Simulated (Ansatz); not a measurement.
C (P6_3/mmc) under hydrostatic pressure (compression positive): electron conductivity mass by PBE, rigid bands (plane waves, PAW, scalar-relativistic; Ansatz, an electronic-structure program). The unloaded cell, whose axes the loads refer to:

```cif
data_C4
_chemical_formula_sum 'C4'
_space_group_name_H-M_alt 'P 1'
_space_group_IT_number 1
_cell_length_a 2.49882
_cell_length_b 2.49882
_cell_length_c 4.16086
_cell_angle_alpha 90.000
_cell_angle_beta 90.000
_cell_angle_gamma 120.000
loop_
_space_group_symop_operation_xyz
  'x, y, z'
loop_
_atom_site_label
_atom_site_type_symbol
_atom_site_fract_x
_atom_site_fract_y
_atom_site_fract_z
_atom_site_occupancy
C1 C 0.33333 0.66667 0.00030 1
C2 C 0.66667 0.33333 0.50030 1
C3 C 0.33333 0.66667 0.37470 1
C4 C 0.66667 0.33333 0.87470 1
```

| hydrostatic pressure (compression positive) (GPa) | volume per atom (Å³) | electron conductivity mass (mₑ) |
|---|---|---|
| -22 | 5.94 | ? |
| -11 | 5.77 | 0.389 |
| 0 | 5.63 | 0.384 |
| 11 | 5.50 | 0.379 |
| 22 | 5.38 | 0.375 |

Question: Fit a straight line to ln(electron conductivity mass) against the load over the rows given, and predict the row at -22 GPa.

Answer: The means are x̄ = 5.500 GPa and ȳ = -0.9631; Σ(x − x̄)(y − ȳ) = -0.6769 and Σ(x − x̄)² = 605.0, so the slope is -0.112 % per GPa, and the rows given lie within 0.098 % of the line. At -22 GPa the line gives 0.394 mₑ; the calculation gives 0.395 mₑ, 0.34 % from it.

Masses are for dilute carriers at 300 K, harmonic means over directions unless an axis is named. Spin-orbit coupling is left out. Stresses and pressures are the targets of the relaxation. The structure type is held at every load. Geometry: cell and atoms relaxed with PBEsol.
